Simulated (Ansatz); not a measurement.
The reference is BN in the rock salt structure (space group Fm-3m, No. 225; a = 3.5035 Å; a hypothetical phase, not in the database extracts checked).

All numbers come from PBE (Ansatz, a first-principles code), no SOC.

Base values:

The volume per atom comes out as 5.38 Å³ and the electron mass is 1.6 mₑ along k, 0.33 mₑ across (at X).

Perturbation: hydrostatic tension (pressure −2 GPa).

**Question.** What happens to the volume per atom and electron mass?

**Answer.** The volume per atom goes up by 0.029 Å³ to 5.40 Å³; the electron mass remains 1.6 mₑ along k, 0.33 mₑ across (at X).

The levels and masses belong to the bands next to the band gap. Load acts through the strain it causes; cell and atoms are relaxed under it. Effective masses come from finite differences of ±0.01 Å⁻¹. Along k means along the line from Γ to the band edge. No phonon test of stability was made.
